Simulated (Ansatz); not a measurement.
Amorphous Zr$_{20}$O$_{43}$Sc$_{2}$, 65 atoms at 5.19 g/cm³, one PBE-relaxed geometry, zone centre. Methods: PBE, scalar-relativistic without spin-orbit coupling (Ansatz, a quantum-chemistry and plane-wave program); r2SCAN, scalar-relativistic without spin-orbit coupling (Ansatz); HSE06, scalar-relativistic without spin-orbit coupling (Ansatz). Plane waves to 420 eV (r2SCAN 500 eV); exact exchange is cut at the cell's faces. At PBE the levels at the filled edge of the gap are localised (band-tail or defect states). All rungs ran without spin polarisation.

The cell was made by melting and quenching with the CHGNet potential and then relaxed with DFT. O atoms were pushed apart under 1.9 Å during the dynamics, to hinder bonds among them. The hot cell started wider than the set density and was brought back towards it in steps. It is the lowest in DFT energy of 2 quenches. It is a model cell: composition and starting density were chosen by hand, and all elements were melted together. No dispersion term was used. Its density started from a set value of 5.17 and ended at 5.19 g/cm³. The simulated quench (nominally 300 K/ps over its main leg) is rapid and tends to freeze in more defects than a deposited or slowly cooled glass has. One small periodic cell is one sample of the glass; other quenches scatter about these values. Volume and shape were free in the relaxation.

The relaxation ran on the zone centre alone. At PBE the level gap is 3.48 eV on a 2×2×2 Γ-centred mesh, and the spacing at the zone centre alone 3.53 eV.

**Question.** What zone-centre spacing does r2SCAN give, roughly?

**Answer.** 3.96 eV (+0.44 eV against PBE).

**Question.** What zone-centre spacing does HSE06 give, roughly?

**Answer.** 5.02 eV (+1.49 eV against PBE).

The highest filled and the lowest empty state spread over these numbers of atoms (participation numbers): PBE: 11.2 and 17.5; r2SCAN: 10.5 and 17.1; HSE06: 9.9 and 18.0.
